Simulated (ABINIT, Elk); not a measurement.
An Elk input for a self-consistent single point of Al2Cu (I4/mcm, 6 atoms in the cell) (DFT, PBE, all-electron FP-LAPW, Elk's shipped species files, default APW+lo basis):

```
tasks
  0

xctype
  20

stype
  0

swidth
  0.00999582

maxscl
  100

scale
  1.889726125

avec
   -2.9989000000    2.9989000000    2.3927350000
    2.9989000000   -2.9989000000    2.3927350000
    2.9989000000    2.9989000000   -2.3927350000

atoms
  2
  'Al.in'
  4
  0.8413900000  0.6586100000  0.5000000000    0.0 0.0 0.0
  0.1586100000  0.3413900000  0.5000000000    0.0 0.0 0.0
  0.6586100000  0.1586100000  0.8172200000    0.0 0.0 0.0
  0.3413900000  0.8413900000  0.1827800000    0.0 0.0 0.0
  'Cu.in'
  2
  0.2500000000  0.2500000000  0.0000000000    0.0 0.0 0.0
  0.7500000000  0.7500000000  0.0000000000    0.0 0.0 0.0

ngridk
  6 6 6
```

Translate this input to ABINIT.

One input that does it (others would too):

```
# Al2Cu, JTH v2.0 PBE PAW
pp_dirpath "./"
pseudos "Al.GGA_PBE-JTH.xml, Cu.GGA_PBE-JTH.xml"
acell 3*1.0
rprim
        -5.6670996751    5.6670996751    4.5216138388
         5.6670996751   -5.6670996751    4.5216138388
         5.6670996751    5.6670996751   -4.5216138388
natom 6
ntypat 2
znucl 13 29
typat 1 1 1 1 2 2
xcart
         0.9513110580    2.0475889420    2.3927350000
         2.0475889420    0.9513110580   -0.0000000000
         0.9513110580    3.9502110580   -0.0000000000
         2.0475889420   -0.9513110580    2.3927350000
        -0.0000000000   -0.0000000000    1.1963675000
        -0.0000000000   -0.0000000000    3.5891025000
      Angstrom
ecut 816 eV
pawecutdg 1633 eV
ixc 11
occopt 7
tsmear 0.272 eV
nband 33
kptopt 1
ngkpt 6 6 6
nshiftk 1
shiftk 0 0 0
nstep 60
tolvrs 1.0e-11
prtwf 0
prtden 0
prtvol 1
enunit 2
```

Basis settings and potentials, where a program has them, do not carry over. This input uses DFT, PBE, plane waves, PAW (JTH v2.0 PBE PAW).

The starting cell comes from a database of computed structures (which also holds hypothetical and non-ambient phases and stackings), without a prior relaxation at this level.
